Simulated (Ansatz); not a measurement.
Data:

```xyz
6
Lattice="3.4290 0.0000 0.0000 -1.7145 2.9696 0.0000 0.0000 0.0000 7.4031" Properties=species:S:1:pos:R:3 pbc="T T T"
B     -0.8573     1.4848     2.4677
B      0.8573     1.4848     4.9354
B      1.7145     0.0000     0.0000
As    -0.8573     1.4848     6.1693
As     0.8573     1.4848     1.2339
As     1.7145     0.0000     3.7016
```

No spin polarisation.

Hole doping at 2.0×10^22 cm⁻³ (1.51 per cell), with a uniform compensating background at fixed cell and a 300 K Fermi–Dirac width.

The values are results of Kohn–Sham DFT with the PBEsol functional, run in Ansatz (a first-principles code) with PAW and 420 eV plane waves, scalar-relativistic without spin-orbit coupling, not measurements. k-mesh 16×16×7 (Γ-centred); smearing 0.0259 eV (Fermi–Dirac).

Question: Predict the gap between the host's bands.

Answer: 0.51 eV.

Question: Estimate the Fermi level relative to the doped band's edge (positive inside the band; to 0.05 eV).

Answer: +1.90 eV.

Question: What gap character does the calculation give?

Answer: Indirect, Γ → M.

Carriers are added with a uniform compensating background; total energy and stress of such cells depend on the potential's zero and are not compared; many-body gap narrowing is missing at this level. Whether these cells are dynamically stable was not tested. The cell was made from BAs (space group P6_422, No. 181; a hypothetical phase, not in the database extracts checked) by this change: holes 2.0×10^22 cm⁻³.
